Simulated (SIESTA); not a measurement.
A self-consistent single point of Mg2Sn (Fm-3m, 3 atoms in the cell) with SIESTA.

Level of theory: LDA PW92, numerical atomic orbitals DZP, PseudoDojo LDA standard norm-conserving potentials (rewritten from UPF to PSML) run with SIESTA.

```
CELL_PARAMETERS angstrom
      0.00000     3.38015     3.38015
      3.38015     0.00000     3.38015
      3.38015     3.38015     0.00000
ATOMIC_POSITIONS crystal
  Mg 0.25000 0.25000 0.25000
  Mg 0.75000 0.75000 0.75000
  Sn 0.00000 0.00000 0.00000
```

Reference input (self-consistent single point, DFT, GGA PBEsol, numerical atomic orbitals DZP, PseudoDojo PBEsol standard norm-conserving potentials (rewritten from UPF to PSML)): XC.functional = GGA; XC.authors = PBEsol; potentials = PseudoDojo PBEsol standard; PAO.BasisSize = DZP; PAO.EnergyShift = 0.01 Ry; MeshCutoff = 300 Ry; kgrid.MonkhorstPack = 9 9 9 shifted by 0.5 0.5 0.5; OccupationFunction = FD; ElectronicTemperature = 0.1 eV; MaxSCFIterations = 150; SCF.Mixer.Method = Broyden; SCF.Mixer.Weight = 0.25. This run's input differs from it in these lines:

```diff
@@ -1,2 +1,2 @@
-# files in the folder: Mg.psml Sn.psml (PseudoDojo PBEsol standard)
+# files in the folder: Mg.psml Sn.psml (PseudoDojo LDA standard)
 SystemName  Mg2Sn
@@ -23,4 +23,4 @@
 
-XC.functional                GGA
-XC.authors                   PBEsol
+XC.functional                LDA
+XC.authors                   PW92
 PAO.BasisSize                DZP
```

Output, abridged:

```
        iscf     Eharris(eV)        E_KS(eV)     FreeEng(eV)     dDmax    Ef(eV) dHmax(eV)
   scf:    1    -5357.104436    -5361.627757    -5361.632607  1.715567 -3.219385  4.709221
   scf:    2    -5361.926728    -5361.784083    -5361.792659  0.021523 -3.194836  3.215325
   scf:    3    -5361.946249    -5361.884691    -5361.900265  0.049152 -3.194039  0.605908
   scf:    4    -5361.897858    -5361.892804    -5361.907260  0.016987 -3.241582  0.061630
   scf:    5    -5361.892735    -5361.892771    -5361.907271  0.001281 -3.244776  0.012024
   scf:    6    -5361.892854    -5361.892813    -5361.907280  0.000619 -3.246493  0.006280
   scf:    7    -5361.892852    -5361.892833    -5361.907282  0.000383 -3.247490  0.002121
   scf:    8    -5361.892839    -5361.892836    -5361.907283  0.000116 -3.247751  0.000289
   scf:    9    -5361.892838    -5361.892837    -5361.907283  0.000024 -3.247827  0.000114
   scf:   10    -5361.892837    -5361.892837    -5361.907283  0.000007 -3.247853  0.000081
SCF Convergence by DM+H criterion
max |DM_out - DM_in|         :     0.0000067233
max |H_out - H_in|      (eV) :     0.0000814583
SCF cycle converged after 10 iterations

Using DM_out to compute the final energy and forces

siesta: E_KS(eV) =            -5361.8928

siesta: E_KS - E_eggbox =     -5361.8928

siesta: Atomic forces (eV/Ang):
     1    0.000732    0.000732    0.000732
     2   -0.000732   -0.000732   -0.000732
     3    0.000000   -0.000000   -0.000000
   Tot   -0.000000   -0.000000   -0.000000
   Max    0.000732
   Res    0.000598    sqrt( Sum f_i^2 / 3N )
   Max    0.000732    constrained

Stress tensor Voigt[x,y,z,yz,xz,xy] (kbar):       -6.40       -6.40       -6.40        0.32        0.32        0.32
(Free)E + p*V (eV/cell)    -5361.5986
Target enthalpy (eV/cell)    -5361.9073

   [... lines left out ...]
siesta: FreeEng =     -5361.907283
   [... lines left out ...]
siesta:    -0.003997    0.000201    0.000201
siesta:     0.000201   -0.003997    0.000201
siesta:     0.000201    0.000201   -0.003997

siesta: Cell volume =         77.239569 Ang**3

siesta: Pressure (static):
siesta:                Solid            Molecule  Units
siesta:           0.00004353          0.00004388  Ry/Bohr**3
siesta:           0.00399663          0.00402868  eV/Ang**3
siesta:           6.40331216          6.45464907  kBar
```

The run converged in 10 iterations. Against the reference run the pressure goes from 2.19 to 0.64 GPa and the largest force moves little (0.002 to 0.001 eV/Å).

The starting cell comes from a database of computed structures (which also holds hypothetical and non-ambient phases and stackings), without a prior relaxation at this level. Values carry the incompleteness of an atom-centred basis.
